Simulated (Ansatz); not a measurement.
Rh3GaC (model structure, started from the Ni3MgC type, Pm-3m, No. 221, 5 atoms in the cell)

Calculation: PBEsol in Ansatz (PAW).

Numerical settings: plane-wave cutoff 520 eV, 14×14×14 k mesh, Fermi–Dirac smearing 0.05 eV, no spin polarisation, scalar-relativistic PAW data made under PBE.

Cell (relaxed at this level):

```
CELL_PARAMETERS angstrom
      3.99360     0.00000     0.00000
      0.00000     3.99360     0.00000
      0.00000     0.00000     3.99360
ATOMIC_POSITIONS crystal
  Ga 0.00000 0.00000 0.00000
  Rh 0.00000 0.50000 0.50000
  Rh 0.50000 0.00000 0.50000
  Rh 0.50000 0.50000 0.00000
  C  0.50000 0.50000 0.50000
```

For Rh3GaC (model structure, started from the Ni3MgC type, Pm-3m, No. 221, 5 atoms in the cell), the bulk modulus is 249 GPa.

Note: the run has no spin polarisation, so it can have missed a magnetic state; the bulk modulus is −V dP/dV from two relaxed cells at ±2 % in volume; the relaxation could raise the start's symmetry but not lower it, so the cell can be a saddle point.

Static lattice: no zero-point or thermal effects.

Computing time: very roughly 70 core-seconds.

A model structure was made by putting elements into a prototype or built by hand; it is no filed structure, need not be a known phase, and can be a saddle point held by its symmetry.

Ansatz is an electronic-structure program.
